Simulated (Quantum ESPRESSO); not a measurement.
## One base run on MgCd2 (C2/c, 6 atoms in the cell) and variants with one or two settings moved

```
MgCd2
1.0
    4.55698    -2.60424     0.00000
    4.55698     2.60424     0.00000
   -3.28165     0.00000     5.34963
Mg Cd
2 4
Cartesian
  3.73656  -2.16271   1.33741
  2.09574   2.16271   4.01222
  3.63489  -0.45532   3.96114
  2.19741   0.45532   1.38850
  0.55659  -0.45532   4.06331
  5.27571   0.45532   1.28632
```

Base run A: PBEsol, GBRV 1.5 ultrasoft (PBESOL) pseudopotentials (Quantum ESPRESSO 7.5), self-consistent single point.

Its settings: ecutwfc = 40 Ry; ecutrho = 200 Ry; occupations = smearing; smearing = cold; degauss = 0.0073499 Ry; potentials = {Mg: mg_pbesol_v1.4.uspp.F.UPF, Cd: cd_pbesol_v1.uspp.F.UPF}; K_POINTS = automatic 5 5 4 1 1 1; conv_thr = 1e-10 Ry; mixing_beta = 0.4.

The starting cell comes from a database of computed structures (which also holds hypothetical and non-ambient phases and stackings), without a prior relaxation at this level.

ΔF is the free energy per atom less that of run A. 

```csv
run,change,ΔF (meV/atom),pressure (GPa),largest force (eV/Å),k-points
A,base,0.00,-1.40,0.008,30
B,degauss: 0.0073499 Ry → 0.000146997 Ry,0.11,-1.38,0.011,30
C,K_POINTS: automatic 5 5 4 1 1 1 → automatic 6 6 5 1 1 1,-6.0,-1.65,0.031,54
D,degauss: 0.0073499 Ry → 0.0147 Ry,-0.29,-1.44,0.009,30
E,ecutrho: 200 Ry → 320 Ry,-0.13,-1.40,0.008,30
F,ecutwfc: 40 Ry → 24 Ry; ecutrho: 200 Ry → 120 Ry,655.8,-34.44,0.006,30
G,ecutwfc: 40 Ry → 16 Ry; ecutrho: 200 Ry → 80 Ry,16980.0,-533.89,0.188,30
H,nosym: default → true,0.00,-1.39,0.008,50
I,startingwfc: default → random,0.00,-1.40,0.008,30
J,mixing_beta: 0.4 → 0.2,0.00,-1.40,0.008,30
K,conv_thr: 1e-10 Ry → default,0.00,-1.05,0.009,30
```

Run K against A: The free energy stays essentially unchanged (within 1 meV/atom), the pressure goes from -1.40 to -1.05 GPa and the largest force moves little (0.008 to 0.009 eV/Å).

Run D against A: The free energy hardly moves (within 1 meV/atom), the pressure stays near -1.44 GPa while the zz stress (positive for compression) goes from -1.52 to -1.89 GPa and the largest force hardly changes (0.008 to 0.009 eV/Å).
